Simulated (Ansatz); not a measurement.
## Pressure series in Si

Consider Si in the diamond structure (space group Fd-3m, No. 227; a = 5.444 Å).

Cell and atoms are relaxed at each pressure.

Method: Kohn–Sham DFT with the r2SCAN functional, run in Ansatz (a program for electronic structure) with PAW and 500 eV plane waves, without spin-orbit coupling, earlier PAW set.

Notes on the quantities. enthalpy: H = E + PV relative to the base's energy.

| case | width of the top valence band | smallest direct gap | lattice parameter a | band gap | enthalpy |
|---|---|---|---|---|---|
| base | 4.00 eV | 2.74 eV | 5.444 Å | 0.78 eV | – |
| pressure −2 GPa | 3.91 eV | 2.73 eV | 5.483 Å | 0.81 eV | -0.25 eV/atom |
| pressure −1 GPa | 3.96 eV | 2.73 eV | 5.463 Å | 0.79 eV | -0.13 eV/atom |
| pressure 3 GPa | 4.13 eV | 2.75 eV | 5.391 Å | 0.72 eV | +0.37 eV/atom |
| pressure 7 GPa | 4.29 eV | 2.76 eV | 5.331 Å | 0.66 eV | +0.85 eV/atom |
| pressure 15 GPa | 4.56 eV | 2.78 eV | 5.230 Å | 0.54 eV | +1.77 eV/atom |
| pressure 30 GPa | ? | 2.79 eV | ? | ? | +3.37 eV/atom |
| pressure 50 GPa | 5.45 eV | 2.79 eV | 4.946 Å | 0.11 eV | +5.34 eV/atom |
| pressure 75 GPa | – | – | 4.813 Å | zero | +7.60 eV/atom |
| pressure 100 GPa | – | – | 4.707 Å | zero | +9.70 eV/atom |

Q: Complete the table.

A: 
- pressure 30 GPa, width of the top valence band: 4.99 eV
- pressure 30 GPa, lattice parameter a: 5.087 Å
- pressure 30 GPa, band gap: 0.34 eV

A case with no gap was solved on a k-mesh chosen for an insulator, which is coarse for it. Load acts through the strain it causes; cell and atoms are relaxed under it. No phonon test of stability was made. Measured, Si leaves this structure (for the β-tin structure) near 12 GPa (room temperature; as listed in arXiv:1906.07825). A zero or small gap of Si under pressure 50 GPa and Si under pressure 75 GPa can be the functional's error rather than a property of the material.
